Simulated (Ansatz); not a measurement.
Take a 16-atom supercell of NaF in the rock salt structure (space group Fm-3m, No. 225; a = 4.595 Å) at its relaxed geometry as the base.

Level of theory: DFT with r2SCAN, PAW potentials and a 500 eV plane-wave cutoff in Ansatz (a first-principles code), scalar-relativistic without spin-orbit coupling.

One neutral defect a cell, atoms relaxed at fixed cell.

One change was made to it. Results:

The pressure goes from zero to 1.3 GPa; the largest displacement of a host atom from its site in the perfect cell is 0.24 Å.

Problem. What was done to the base?
A) Na on a F site (antisite)
B) K on a Na site, symmetric start
C) F on a Na site (antisite)

Solution. C, F on a Na site (antisite). For comparison, the pressure in the other runs: K on a Na site, symmetric start gives 4.3 GPa; Na on a F site (antisite) gives 9.2 GPa.

The magnetic state is the one reached from the starting moments; the real material's order can differ, and small cells can't hold many antiferromagnetic ones. In so small a cell the defect repeats every few ångströms: this is an ordered compound, not a dilute defect. Defects with a symmetric start kept the site's symmetry and may sit on a saddle; the others started slightly shaken. Starting moments died away, wholly or in part, for K on a Na site and Na on a F site (antisite); another magnetic solution may exist.
